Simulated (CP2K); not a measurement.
Worked example: self-consistent single point of Bi2WO8 (P1, 11 atoms in the cell) in CP2K.

Method of the run: CP2K with PBEsol-D3(BJ), GPW, DZVP-MOLOPT-SR-GTH basis, GTH-PBE potentials (GTH_POTENTIALS).

```xyz
11
Lattice="5.4538 0.0000 0.0000 -0.7472 5.6743 0.0000 -1.3455 -2.3824 5.1217" Properties=species:S:1:pos:R:3 pbc="T T T"
Bi     2.0987     5.3510     0.1165
Bi     2.9080     3.1786     2.5767
W      0.0045     0.8286     2.5031
O     -0.0422    -0.4472     3.7147
O     -0.7366     2.4355     3.6086
O      1.1830     0.7160     1.0673
O      1.4164     3.6090     1.1203
O      1.5654     1.6649     3.5012
O      2.7428    -1.3824     4.1429
O      3.8462     4.7695     1.3964
O      3.7580     1.3920     1.6562
```

Reference input (self-consistent single point, DFT PBEsol, GPW, DZVP-MOLOPT-SR-GTH basis, GTH-PBE potentials (GTH_POTENTIALS)): CUTOFF = 500 Ry; REL_CUTOFF = 40 Ry; SMEAR/METHOD = GAUSSIAN; SIGMA = 0.01 eV; KPOINTS/SCHEME = MONKHORST-PACK 3 3 3; XC_FUNCTIONAL = PBE:PBESOL; Bi/BASIS_SET = DZVP-MOLOPT-SR-GTH-q5; Bi/POTENTIAL = GTH-PBE-q5; W/BASIS_SET = DZVP-MOLOPT-SR-GTH-q14; W/POTENTIAL = GTH-PBE-q14; O/BASIS_SET = DZVP-MOLOPT-SR-GTH-q6; O/POTENTIAL = GTH-PBE-q6. This run's input differs from it in these lines:

```diff
@@ -47,2 +47,11 @@
       &END XC_FUNCTIONAL
+      &VDW_POTENTIAL
+        DISPERSION_FUNCTIONAL PAIR_POTENTIAL
+        &PAIR_POTENTIAL
+          TYPE DFTD3(BJ)
+          PARAMETER_FILE_NAME dftd3.dat
+          REFERENCE_FUNCTIONAL PBEsol
+          R_CUTOFF 15
+        &END PAIR_POTENTIAL
+      &END VDW_POTENTIAL
     &END XC
```

Output (repeated stretches shortened):

```
 SCF WAVEFUNCTION OPTIMIZATION

  Step     Update method      Time    Convergence         Total energy    Change
     1 NoMix/Diag. 0.40E+00      -     1.79252621      -207.2633090492 -2.07E+02
     2 Broy./Diag. 0.40E+00      -     0.67263503      -200.0850536128  7.18E+00
     3 Broy./Diag. 0.40E+00      -     0.42763408      -210.2059339695 -1.01E+01
     4 Broy./Diag. 0.40E+00      -     0.16078554      -207.8539036008  2.35E+00
     5 Broy./Diag. 0.40E+00      -     0.04766227      -207.3259601127  5.28E-01
     6 Broy./Diag. 0.40E+00      -     0.04047629      -207.1359982762  1.90E-01
   [... 13 lines left out ...]
    20 Broy./Diag. 0.40E+00      -     0.00000027      -206.9707706011 -9.05E-07
    21 Broy./Diag. 0.40E+00      -     0.00000021      -206.9707705803  2.09E-08
    22 Broy./Diag. 0.40E+00      -     0.00000018      -206.9707696175  9.63E-07
    23 Broy./Diag. 0.40E+00      -     0.00000007      -206.9707692635  3.54E-07
  *** SCF run converged in    23 steps ***

  Overlap energy of the core charge distribution:               0.00000061979650
  Self energy of the core charge distribution:               -457.91323724552387
  Core Hamiltonian energy:                                    119.99601268818985
  Hartree energy:                                             168.70864100834399
  Exchange-correlation energy:                                -37.69720106946377
  Dispersion energy:                                           -0.06498526482888
  Smearing free energy correction:                             -0.00000000000000
  Fermi energy:                                                 0.11800715479006

  Total energy:                                              -206.97076926348620
   [... lines left out ...]

 STRESS| Analytical stress tensor [bar]
 STRESS|                        x                   y                   z
 STRESS|      x       -4.60168175793E+04  -9.69944879018E+02  -1.30806425313E+03
 STRESS|      y       -9.69944879018E+02  -4.41971005215E+04   6.61652668752E+03
 STRESS|      z       -1.30806425313E+03   6.61652668752E+03  -5.64677431439E+04
 STRESS| 1/3 Trace                                            -4.88938870816E+04
```

The run converged in 23 iterations. Against the reference run the pressure goes from -3.06 to -4.89 GPa, the largest force moves little (2.117 to 2.126 eV/Å) and the gap on the mesh stays at 0.160 eV.

The starting cell comes from a database of computed structures (which also holds hypothetical and non-ambient phases and stackings), without a prior relaxation at this level. Spin-orbit coupling is off. Spin polarisation is off. Values carry the incompleteness of an atom-centred basis. The potentials were made for another functional than the one used. With a pressure of about -5 GPa the cell is away from its equilibrium volume at this level. Forces in this geometry exceed 1 eV/Å.

Cost on one core of a shared machine: roughly 90 s.
